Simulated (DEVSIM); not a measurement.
System: GaN p-n junction from an implanted or diffused profile, at 300 K.

Layer 1 from the left is GaN, thickness (μm) 45.0, Nd (cm⁻³) 9.3e16, τn (s) 7.9e-8, τp (s) 7.9e-8.

Added acceptor profile: 3.4e18 cm⁻³ × exp(−(x − 0 μm)²/(2·(0.12 μm)²)). Left contact: ohmic. Right contact: ohmic. Voltage is applied to the left contact. Recombination: SRH at mid-gap. Mobility is μmin + (μ − μmin)/(1 + (N/Nref)^α).

Constants are typed, rounded textbook-type inputs, not results; the design itself was drawn at random and stands for no fabricated device. Values at 300 K.

GaN: gap (eV) 3.43, affinity (eV) 4.1, permittivity 9.5, Nc (cm⁻³) 2.3e18, Nv (cm⁻³) 4.6e19, μn (cm²/Vs) 1200, μp (cm²/Vs) 100, μn,min 55, μp,min 3, Nref,n 2e17, Nref,p 3e17, αn 1, αp 2.

DEVSIM, 1D drift-diffusion, Boltzmann statistics, complete ionisation; no tunnelling, impact ionisation, image-force lowering or self-heating.

Task: What does the simulation give for the dark forward voltage at 1 A/cm², the potential step across the device at zero bias, the dark forward voltage at 100 A/cm²?

Result: dark forward voltage at 1 A/cm² 3.051 V; potential step across the device at zero bias 3.279 V; dark forward voltage at 100 A/cm² 3.208 V.
